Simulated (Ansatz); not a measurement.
Base system: InP in the zinc blende structure (space group F-43m, No. 216; a = 5.960 Å).

(Cell as relaxed with PBE.)

Levels (all Ansatz, a program for electronic structure, PAW): PBE (420 eV, no spin-orbit coupling); r2SCAN (500 eV, no SOC).

Each level relaxes its own structure.

| base | PBE | r2SCAN |
|---|---|---|
| volume per atom | 26.46 Å³ | 25.76 Å³ |
| lattice parameter a | 5.960 Å | 5.907 Å |
| band gap | 0.44 eV | 1.03 eV |

Modification: cell and atoms relaxed at a pressure of 50 GPa.

| quantity | PBE | r2SCAN |
|---|---|---|
| electron mass | 2.2 mₑ along k, 0.24 mₑ across (at X) | (withheld) |
| shift of the gap caused by the change | +0.60 eV | (withheld) |
| smallest direct gap | 2.27 eV | (withheld) |
| hole mass (degenerate bands, along [100]) | 0.15, 0.28, 0.28 mₑ (at Γ) | (withheld) |
| band gap | 1.05 eV | (withheld) |

Problem. Given the PBE results, estimate those of r2SCAN.

Solution. 
- electron mass, r2SCAN: 2.1 mₑ along k, 0.23 mₑ across (at X)
- shift of the gap caused by the change, r2SCAN: +0.26 eV
- smallest direct gap, r2SCAN: 2.83 eV
- hole mass (degenerate bands, along [100]), r2SCAN: 0.17, 0.27, 0.27 mₑ (at Γ)
- band gap, r2SCAN: 1.29 eV

PBE's shift of the gap caused by the change lies 0.34 eV above r2SCAN's; PBE's smallest direct gap lies 0.56 eV below r2SCAN's; PBE's band gap lies 0.24 eV below r2SCAN's. Neither level is exact; r2SCAN is the comparison here, not a measurement.

Load acts through the strain it causes; cell and atoms are relaxed under it. Masses are band curvatures over ±0.01 Å⁻¹ around the edge. Along k means along the line from Γ to the band edge. Stability against distortions was not tested. Measured, InP leaves this structure (for rock salt) near 9.8 GPa (temperature not stated; as listed in Datta, Sujoy, Jana, Debnarayan, arXiv (2020)).
